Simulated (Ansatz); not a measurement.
System: BeAlNS (model structure, started from the AlSiCN type, P3m1, No. 156, 4 atoms in the cell). Method: r²SCAN in Ansatz (PAW).

Numerical settings: plane-wave cutoff 560 eV, 12×12×6 k mesh (along the axes of the cell as run), Fermi–Dirac smearing 0.01 eV, scalar-relativistic PAW data made under PBE.

The cell is the one relaxed with PBEsol. Conventional cell: a = 3.2346 Å, b = 3.2346 Å, c = 5.3468 Å, α = 90.00°, β = 90.00°, γ = 120.00°.

```yaml
crystal:
  lattice:
    - [3.23461, 0.00000, 0.00000]
    - [-1.61730, 2.80125, 0.00000]
    - [0.00000, 0.00000, 5.34678]
  atoms:
    - { symbol: Al, position: [0.33333, 0.66667, 0.55273] }
    - { symbol: Be, position: [0.66667, 0.33333, 0.95075] }
    - { symbol: S, position: [0.33333, 0.66667, 0.11221] }
    - { symbol: N, position: [0.66667, 0.33333, 0.63431] }
```

Problem. List the 10 lowest band energies at Γ above −25 eV (eV, relative to the valence band maximum), grouping those that round alike.

Solution. At Γ: -16.16, -13.90, -6.84, -2.12 (×2), -0.87, 0.00 (×2), 3.11, 7.22.

Note: the relaxation could raise the start's symmetry but not lower it, so the cell can be a saddle point; cell and atoms aren't relaxed at this level (largest force component 0.07 eV/Å, pressure 0.7 GPa).

A model structure was made by putting elements into a prototype or built by hand; it is no filed structure, need not be a known phase, and can be a saddle point held by its symmetry.

Ansatz is a first-principles code.
